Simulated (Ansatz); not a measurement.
Consider KTaO₃ in the cubic perovskite structure (space group Pm-3m, No. 221; a = 3.990 Å).

The values are results of Ansatz (a quantum-chemistry and plane-wave program), r2SCAN, PAW, cutoff 500 eV, no SOC, not measurements.

One change was made to it. Results:

```
quantity                          base    after
-----------------------------  -------  -------
band gap                       2.63 eV  3.07 eV
width of the top valence band  1.09 eV  1.27 eV
smallest direct gap            3.27 eV  3.49 eV
lattice parameter a            3.990 Å  3.745 Å
```

**Question.** Which of these changes matches the shifts?
(A) pressure 18 GPa
(B) pressure 30 GPa
(C) pressure 60 GPa

**Answer.** C, pressure 60 GPa. For comparison, the band gap in the other runs: pressure 30 GPa gives 2.90 eV; pressure 18 GPa gives 2.81 eV.

With Ta present, leaving out spin-orbit coupling can change the band edges. Load acts through the strain it causes; cell and atoms are relaxed under it. No phonon test of stability was made. Competing high-pressure phases were not computed.
